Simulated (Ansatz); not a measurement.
Ansatz (a program for electronic structure) run on TaOs3 (P4mm, 4 atoms in the cell): self-consistent single point.

Level of theory: LDA (PW92), default PAW files made with PBE (plane waves; Ansatz).

The change in words: lattice scaled by 0.98; basis.ecutrho_ratio: default → 5. Reference geometry:
```xyz
4
Lattice="3.9032 0.0000 0.0000 0.0000 3.9032 0.0000 0.0000 0.0000 3.9032" Properties=species:S:1:pos:R:3 pbc="T T T"
Ta     0.0000     0.0000     0.0500
Os     0.0000     1.9516     1.9516
Os     1.9516     0.0000     1.9516
Os     1.9516     1.9516     0.0000
```

Reference input (self-consistent single point, DFT, LDA (PW92), plane waves, default PAW files made with PBE): basis.ecutwfc = 420 eV; kpoints.mp_grid.grid = 7 7 7; hamiltonian.xc = lda; hamiltonian.pseudopotentials = {kind: paw} (the program's default PAW files); scf.occupations.method = gaussian; scf.occupations.width = 0.1 eV. This run's input differs from it in these lines:

Ansatz 0.2 input:
```diff
@@ -2,5 +2,5 @@
   lattice:
-    - [3.90322500, 0.00000000, 0.00000000]
-    - [0.00000000, 3.90322500, 0.00000000]
-    - [0.00000000, 0.00000000, 3.90322500]
+    - [3.82516000, 0.00000000, 0.00000000]
+    - [0.00000000, 3.82516000, 0.00000000]
+    - [0.00000000, 0.00000000, 3.82516000]
   atoms:
@@ -12,2 +12,3 @@
   ecutwfc: 420.0
+  ecutrho_ratio: 5
 kpoints:
```

The program printed (abridged):

```
SCF iter   1: F=—  HF=-43038.505462 eV  |F-HF|=—  |Δ(HF+E_count)|=         —  Δρ=9.98e-3  dr2=2.71e-2  ethr=1.77e-3  ⟨swp⟩=5.1  Hψ=5041  notcnv=0
all-band conjugate gradients solve this SCF's bands
preconditioner: auto → Kerker (q_TF=auto, 2.768 Å⁻¹)
SCF iter   2: F=—  HF=-43038.501019 eV  |F-HF|=—  |Δ(HF+E_count)|=   4.44e-3  Δρ=5.37e-3  dr2=8.67e-3  ethr=4.45e-5  ⟨swp⟩=1.9  Hψ=1997  notcnv=0
SCF iter   3: F=—  HF=-43038.498573 eV  |F-HF|=—  |Δ(HF+E_count)|=   2.45e-3  Δρ=5.81e-4  dr2=2.22e-4  ethr=1.42e-5  ⟨swp⟩=2.0  Hψ=1937  notcnv=0
SCF iter   4: F=—  HF=-43038.498519 eV  |F-HF|=—  |Δ(HF+E_count)|=   5.41e-5  Δρ=1.11e-4  dr2=3.62e-6  ethr=3.64e-7  ⟨swp⟩=2.0  Hψ=1950  notcnv=0
SCF iter   5: F=—  HF=-43038.498519 eV  |F-HF|=—  |Δ(HF+E_count)|=   3.71e-8  Δρ=2.48e-5  dr2=3.00e-7  ethr=5.94e-9  ⟨swp⟩=2.5  Hψ=2128  notcnv=0
SCF iter   6: F=-43038.498519 eV  HF=-43038.498519 eV  |F-HF|=4.63e-9  |Δ(HF+E_count)|=   6.62e-8  Δρ=4.32e-6  dr2=9.63e-9  ethr=1.64e-10  ⟨swp⟩=7.2  Hψ=5329  notcnv=0
SCF 1 converged in 6 iterations: F = -43038.498519 eV  dr2 = 9.63e-9
Free energy (F): -43038.498519 eV
Internal energy: -43038.482759 eV  (E = F + TS)
E sigma→0 (E₀):  -43038.490639 eV
Entropy (-TS):   -0.015759 eV (-3.940 meV/atom)
Fermi energy:    25.102612 eV
--- Forces (eV/Å), atoms counted from 1 ---
  atom   1  Ta    -0.00000000     0.00000000    -0.68630283
  atom   2  Os     0.00000000     0.00000000     0.37568432
  atom   3  Os     0.00000000     0.00000000     0.37568432
  atom   4  Os    -0.00000000     0.00000000    -0.06506225
--- Stress (GPa, compression-positive) ---
       14.371453       0.000000       0.000000
        0.000000      14.371453       0.000000
        0.000000       0.000000      14.323580
  P = ⅓ Tr σ = 14.3555 GPa (143.555 kbar)
  The stress holds the Pulay correction. Without it, at fixed plane waves, as pw.x and ABINIT print it: P = 14.3034 GPa
```

The run converged in 6 iterations. Against the reference run the free energy rises by 11.4 meV/atom, the pressure goes from -8.89 to 14.36 GPa and the largest force goes from 0.501 to 0.686 eV/Å.

The starting cell comes from a database of computed structures (which also holds hypothetical and non-ambient phases and stackings), without a prior relaxation at this level. Its lattice was rescaled by up to half a per cent. One atom was moved a little off its site on purpose. For this run, on top of that: lattice scaled by 0.98. Spin polarisation is off. Ansatz's pressure includes its estimate of the finite-basis (Pulay) stress.
